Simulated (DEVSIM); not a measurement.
Structure: abrupt GaAs p-n junction, at 300 K.

Layer 1 from the left is GaAs, thickness (μm) 0.0300, Na (cm⁻³) 9.1e17, τn (s) 3e-8, τp (s) 3e-8. Layer 2 from the left is GaAs, thickness (μm) 0.860, Nd (cm⁻³) 1.2e16, τn (s) 3e-8, τp (s) 3e-8.

Left contact: ohmic. Right contact: ohmic. Voltage is applied to the left contact. Recombination: SRH at mid-gap, radiative. Mobility is constant in doping.

The device is made up for the run: typed textbook-type constants, with dimensions and the other settings drawn at random. Values at 300 K.

GaAs: gap (eV) 1.424, affinity (eV) 4.07, permittivity 12.9, Nc (cm⁻³) 4.7e17, Nv (cm⁻³) 9e18, μn (cm²/Vs) 8500, μp (cm²/Vs) 400, B (cm³/s) 2e-10.

Simulated with DEVSIM: 1D drift-diffusion, Boltzmann statistics, complete ionisation; no tunnelling, impact ionisation, image-force lowering or self-heating.

Problem. What does the simulation give for the dark forward voltage at 100 A/cm², the potential step across the device at zero bias, the largest field in the device at zero bias, the dark forward voltage at 1 A/cm²?

Solution. dark forward voltage at 100 A/cm² 1.079 V; potential step across the device at zero bias 1.270 V; largest field in the device at zero bias 73000 V/cm; dark forward voltage at 1 A/cm² 0.958 V.
